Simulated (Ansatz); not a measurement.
The parent structure is ZnSe in the zinc blende structure (space group F-43m, No. 216).

```
CELL_PARAMETERS angstrom
      0.00000     2.81667     2.81667
      2.81667     0.00000     2.81667
      2.81667     2.81667     0.00000
ATOMIC_POSITIONS crystal
  Zn 0.00000 0.00000 0.00000
  Se 0.25000 0.25000 0.25000
```

Cartesian axes are those of the cell as printed.

Level of theory: PBEsol (Ansatz, a program for electronic structure), no SOC.

The change: every lattice vector is shortened by 1.00 %; the atoms relax in the strained cell.

Task: Predict the stress tensor and what it implies for the stiffness.

Result: Stress of the strained cell less that of the base (GPa, compression positive):
```
   2.10    0.00    0.00
   0.00    2.10    0.00
   0.00    0.00    2.10
```

Then B = −ΔP/(ΔV/V₀) with ΔV/V₀ = -0.0297 gives secant stiffness values (nonlinear terms included at this strain): B ≈ 71 GPa.

As a check, the harmonic strain energy −½ V₀ Δσ:ε is 4.4 meV/atom; the computed energy rise is 4.3 meV/atom.

Stability against distortions was not tested.
